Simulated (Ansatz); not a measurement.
The parent structure is TiC in the rock salt structure (space group Fm-3m, No. 225; a = 4.3285 Å; relaxed with 0.1 eV smearing). Axes: x, y, z lie along the cube axes.

Calculations: r2SCAN (Ansatz, a quantum-chemistry and plane-wave program; PAW; 500 eV plane waves; no spin-orbit coupling), earlier PAW set.

A first run, uniaxial strain ε_zz = −2.15 %, gives secant values C11 ≈ 600 GPa and C12 ≈ 130 GPa from its stress. A second run applies biaxial strain −1.24 %, plane normal [001], relaxed out of plane.

Question: What does linear elasticity predict for −ε⊥/ε∥ in the second run, and what does the run give?

Answer: Linear elasticity: 2 C12/C11 = 0.43. The run gives 0.51; any difference comes from nonlinear terms at these strains and numerical noise.

Whether these cells are dynamically stable was not tested. All final runs are without spin polarisation.
